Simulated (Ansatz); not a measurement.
The reference is AlN in the wurtzite structure (space group P6_3mc, No. 186; a = 3.130 Å, c = 5.018 Å).

Computed with plane-wave PAW DFT at the PBE level (Ansatz, a quantum-chemistry and plane-wave program, 420 eV), no SOC.

For the base:

```
Item                                   Value
---------------------  ---------------------
Valence-band top at Γ  0.00, -0.20, -0.20 eV
Pressure                            0.00 GPa
```

One thing is altered: every lattice vector is shortened by 3.00 %, atoms relaxed at fixed cell.

Question: Estimate the effect on the valence-band top at Γ.

Answer: The valence-band top at Γ (three highest levels, from the VBM) becomes 0.00, -0.24, -0.24 eV (base: 0.00, -0.20, -0.20 eV).

Question: What happens to the energy relative to the base?

Answer: The energy grows by 57 meV/atom.

Question: What happens to the pressure?

Answer: The pressure (mean of the normal stresses, compression positive) goes from zero to 21.11 GPa.

The levels and masses belong to the bands next to the band gap. The cells carry an imposed strain or load. Whether these cells are dynamically stable was not tested.
